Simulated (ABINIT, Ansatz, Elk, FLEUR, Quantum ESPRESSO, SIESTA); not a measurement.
# Code comparison for ZnSe (F-43m, 2 atoms in the cell)

Self-consistent single point.

```xyz
2
Lattice="0.0000 2.8203 2.8203 2.8203 0.0000 2.8203 2.8203 2.8203 0.0000" Properties=species:S:1:pos:R:3 pbc="T T T"
Zn     0.0000     0.0000     0.0000
Se     4.2304     4.2304     4.2304
```

Shared settings, as Ansatz (an electronic-structure program) writes them: kpoints.mp_grid.grid = 10 10 10; magnetization.spin_orbit = true; scf.occupations.method = fermi_dirac; scf.occupations.width = 0.02 eV. Potentials and cutoffs stand in the table.

| code | model | pressure (GPa) | gap on the mesh (eV) | cutoff |
|---|---|---|---|---|
| Quantum ESPRESSO | PBE, spin-orbit coupling, PSlibrary fully relativistic ultrasoft (PBE) pseudopotentials | 2.60 | 1.219 | 50 Ry |
| ABINIT | PBE, spin-orbit coupling, PAW (JTH v2.0 PBE PAW) | 3.09 | 1.226 | 30 Ha |
| Elk | PBE, spin-orbit coupling in second variation, all-electron FP-LAPW, Elk's shipped species files, default APW+lo basis | – | 1.162 | default |
| Ansatz | PBE with spin-orbit coupling, default PAW files | 3.03 | 1.221 | default |
| FLEUR | PBE, all-electron FLAPW (FLEUR), scalar-relativistic valence with spin-orbit coupling in second variation | – | 1.226 | Kmax 3.8 1/bohr |
| SIESTA | GGA PBE with spin-orbit coupling, numerical atomic orbitals DZP, PseudoDojo PBE fully relativistic norm-conserving potentials (rewritten from UPF to PSML) | – | 1.433 | grid 350 Ry |

A dash marks a value that a program does not give, or that is left out as unsure.

Gaps are read on the mesh.

The spread over the programs that give each value: pressure within 0.49 GPa; gap on the mesh within 0.271 eV.

SIESTA uses small atom-centred bases, whose incompleteness enters pressures, forces and empty levels differently from a plane-wave cutoff. Elk and FLEUR treat all electrons, but the usual bases taken here (sphere radii, linearisation, local orbitals, empty states) were not tested for convergence, so the values are no reference for the others. In the gap, SIESTA (by 0.212) lies more than 0.12 eV from the median of the plane-wave programs.

The starting cell comes from a database of computed structures (which also holds hypothetical and non-ambient phases and stackings), without a prior relaxation at this level. Its lattice was rescaled by a random factor within 2.5 % of one.

Keys are those of Ansatz 0.2.
